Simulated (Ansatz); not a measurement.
Start from BP in the zinc blende structure (space group F-43m, No. 216; a = 4.548 Å).

Level of theory: DFT with PBE, PAW potentials and a 420 eV plane-wave cutoff in Ansatz (a program for electronic structure), spin-orbit coupling left out.

Base values:

Band gap: 1.25 eV
Smallest direct gap: 3.39 eV

The change: a hydrostatic pressure of 30 GPa.

Problem. What does the calculation give for the band gap after the change?

Solution. The band gap falls by 0.22 eV, from 1.25 eV to 1.03 eV.

Problem. Estimate the effect on the smallest direct gap.

Solution. The smallest direct gap rises by 0.254 eV, from 3.39 eV to 3.65 eV.

Load acts through the strain it causes; cell and atoms are relaxed under it. Stability against distortions was not tested. No other phases were tried under pressure.
